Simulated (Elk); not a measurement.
Input and output of a self-consistent single point for AlFe3C (Pm-3m, 5 atoms in the cell) (Elk).

Level of theory: LDA (PW92), all-electron FP-LAPW, Elk's shipped species files, APW+lo basis with extra local orbitals run with Elk.

The change in words: lattice scaled by 0.98. Reference geometry:
```
AlFe3C
1.0
    3.78978     0.00000     0.00000
    0.00000     3.78978     0.00000
    0.00000     0.00000     3.78978
Al Fe C
1 3 1
Direct
  0.00000   0.00000   0.00000
  0.00000   0.50000   0.50000
  0.50000   0.00000   0.50000
  0.50000   0.50000   0.00000
  0.50000   0.50000   0.50000
```
Moments meant for the start (each program seeds them in its own way; μB, in the order of the atoms Al Fe Fe Fe C): 0.0 4.0 4.0 4.0 0.0.

Reference input (self-consistent single point, DFT, LDA (PW92), all-electron FP-LAPW, Elk's shipped species files, APW+lo basis with extra local orbitals): xctype = 3; spinpol = true; rgkmax = 7.5; stype = 3; swidth = 0.00367493 Ha; ngridk = 7 7 7; reducebf = 0.5; tforce = true; gmaxvr = 18 1/bohr; lmaxapw = 10; lmaxo = 8; nxlo = 2. This run's input differs from it in these lines:

```diff
@@ -52,5 +52,5 @@
 avec
-    7.1616462726    0.0000000000    0.0000000000
-    0.0000000000    7.1616462726    0.0000000000
-    0.0000000000    0.0000000000    7.1616462726
+    7.0184125912    0.0000000000    0.0000000000
+    0.0000000000    7.0184125912    0.0000000000
+    0.0000000000    0.0000000000    7.0184125912
```

Log, with long lists cut:

```
│ Self-consistent loop started │
│ Loop number : 1 │
 total energy                :     -4097.09236990
 total moment                :    6.863041291
│ Loop number : 2 │
 total energy                :     -4097.21440258
 total moment                :    6.842476905
RMS change in Kohn-Sham potential (target) :   0.3934688493     (  0.1000000000E-05)
Absolute change in total energy (target)   :   0.1220326733     (  0.1000000000E-03)
│ Loop number : 3 │
 total energy                :     -4097.10124533
 total moment                :    6.708488219
RMS change in Kohn-Sham potential (target) :   0.3911077603     (  0.1000000000E-05)
   [... lines left out ...]
│ Loop number : 29 │
 total energy                :     -4091.54313000
 total moment                :   -1.372373110
RMS change in Kohn-Sham potential (target) :   0.2830042583E-06 (  0.1000000000E-05)
Absolute change in total energy (target)   :   0.1182502538E-03 (  0.1000000000E-03)
│ Loop number : 30 │
 total energy                :     -4091.54314756
 total moment                :   -1.372353345
RMS change in Kohn-Sham potential (target) :   0.1397662202E-06 (  0.1000000000E-05)
Absolute change in total energy (target)   :   0.1200220868E-04 (  0.1000000000E-03)
Convergence targets achieved

│ Loop number : 31 │

Energies :
 Fermi                       :     0.397443505508
 xc effective B-field        :    -0.149293163764E-01
 external B-field            :      0.00000000000
 total energy                :     -4091.54315810
 (external B-field energy excluded from total)

Density of states at Fermi energy :    155.9656358
 (states/Hartree/unit cell)

Estimated indirect band gap :   0.1005309051E-02
 from k-point     13 to k-point     15
Estimated direct band gap   :   0.2715741677E-02
 at k-point     15

Charges :
 core                        :    36.00000000
 valence                     :    61.00000000
 interstitial                :    8.556416087
 muffin-tins (core leakage)
  species :    1 (Al)
   atom    1                 :    11.29646826     (  0.5041721051E-03)
  species :    2 (Fe)
   [... lines left out ...]
 total moment                :   -1.372339381
   [... lines left out ...]
   total force               :    -0.00000000   -0.00000000    0.00000000
   total magnitude           :     0.00000000
 species :    3 (C)
  atom :    1
   Hellmann-Feynman          :     0.00000000    0.00000000    0.00000000
   IBS                       :    -0.00000000   -0.00000000    0.00000000
   total force               :     0.00000000   -0.00000000    0.00000000
   total magnitude           :     0.00000000
```

The run converged in 31 iterations. The count includes the last loop, which Elk runs after its targets are met. Against the reference run the size of the net moment goes from 0.48 to 0.27 μB/atom.

The starting cell comes from a database of computed structures (which also holds hypothetical and non-ambient phases and stackings), without a prior relaxation at this level. For this run, on top of that: lattice scaled by 0.98. The moments shrank to a small part of their start, a low-spin state that need not be the lowest. Values depend on the basis (sphere radii, cutoffs, local orbitals), which need not be converged. The log's line on a gap gives a spacing of levels on this mesh, which the program prints for metals too.

Cost on one core of a shared machine: roughly 8 min.
